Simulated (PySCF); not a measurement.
PySCF 2.14.0, BP86/def2-svp, df: B(F)(Cl)(Br) (FB(Cl)Br), 4 atoms. The geometry is a generated start, not checked to be a minimum at this level.

```
Quantity                      Result
-------------------  ---------------
task                          energy
method                          bp86
basis                       def2-svp
two-electron scheme  density fitting
mol.max_memory               3000 MB
mf.max_cycle                     100
mf.init_guess        minao (default)
mf.DIIS              CDIIS (default)
mf.diis_space            8 (default)
mf.conv_tol          1e-09 (default)
mf.grids.level           3 (default)
basis functions                   78
grid points                    67616
```

```xyz
4

B     -0.0932    -0.0231    -0.0265
F     -1.1665    -0.7799    -0.1007
Cl    -0.1196     1.5307    -0.7483
Br     1.3793    -0.7277     0.8756
```

One run each on 2 threads, 1 BLAS thread. Values of level_shift (Hartree) tried: 0 (default), 0.1, 0.3, 1.

### Question
Which value of level_shift (Hartree) needs the fewest Fock builds, and what happens away from it?

### Answer
Fewest Fock builds, within one of each other: 0 (default) with 12, 0.1 with 12. The count rises to 36 at 1. All converge to one solution.

```
level_shift (Hartree)  Fock builds            end
---------------------  -----------  -------------
0 (default)                     12  same solution
0.1                             12  same solution
0.3                             15  same solution
1                               36  same solution
```
